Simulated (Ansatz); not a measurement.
## CdS: stress against strain

CdS (wurtzite, P6_3mc, 24.705 Å³/atom and stress up to 0.01 GPa in the relaxed cell, c along z) under an equal strain ε in the (0001) plane with the normal axis free, as in a coherent film. PBEsol in Ansatz, a plane-wave DFT program (PAW, default set), 420 eV, 9×9×5 Γ-centred mesh, Fermi-Dirac smearing 0.05 eV; ions are relaxed, or left where forces stay under 0.02 eV/Å, within the symmetry of each cell. Stress is positive for a compressed cell.

Here s stands for strain and y for stress xx.

```
strain (%)  stress xx (GPa)
----------  ---------------
-1.20                  1.15
-0.60                  0.56
0.00                   0.00
0.60                  -0.58
1.20                  -1.13
3.00                      ?
```

### Question
Fit y against s with a straight line, and predict the withheld value at s = 3.00.

### Answer
Means: s 0, y 0.000. About the means, the sum of products is -3.4200 and the sum of squares of s is 3.6000; the slope is their ratio. Least squares gives y = 0.000 - 0.9500·s. Residuals (row less fit): 0.010, -0.010, 0.000, -0.010, 0.010; standard error 0.012 (degrees of freedom: 3). The slope gives the biaxial elastic modulus of this plane = 95.0 ± 0.6 GPa (± standard error of the fit, which holds the terms cut off). At the withheld row, y = 0.000 - 0.9500 × 3.0 = -2.850 GPa. The calculation gives -2.71 GPa, 0.140 GPa above the prediction (3.6 % of the range of y in the table). The row lies outside the fitted rows, so this is an extrapolation. From the scatter of the fitted rows alone, a prediction at this place has a standard error of 0.022 GPa, so the miss is 6.4 times that.

A polynomial of degree 2 through the 10 other runs of the series gives -2.74 there, so most of the miss is curvature that the fit leaves out. Rows are the converged runs of the series near zero and its far end; series whose fitted rows scatter by over a few per cent of the range, as at a crossing or softening among them, aren't shown in this form, nor equations of state whose B0' disagrees with the runs' pressures. Most that stay on the fit to the last digits aren't either.
